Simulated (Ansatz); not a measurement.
Base system: Ti3Al (space group P6_3/mmc, No. 194; a = 5.756 Å, c = 4.655 Å).

Level of theory: PBE (Ansatz, a program for electronic structure, PAW, no SOC).

One change was made to it. Results:

| quantity | base | after |
|---|---|---|
| shortest interatomic distance | 2.825 Å | 2.833 Å |
| band gap | zero | zero |
| density | 4.24 g/cm³ | 4.20 g/cm³ |

Question: Which of these changes matches the shifts?
(A) pressure 7 GPa
(B) pressure −2 GPa
(C) pressure 15 GPa
(D) pressure 100 GPa
(E) pressure −1 GPa

Answer: E, pressure −1 GPa. For comparison, the shortest interatomic distance in the other runs: pressure 15 GPa gives 2.719 Å; pressure 7 GPa gives 2.770 Å; pressure −2 GPa gives 2.842 Å; pressure 100 GPa gives 2.443 Å.

Load acts through the strain it causes; cell and atoms are relaxed under it. No phonon test of stability was made. Competing high-pressure phases were not computed. All final runs are without spin polarisation.
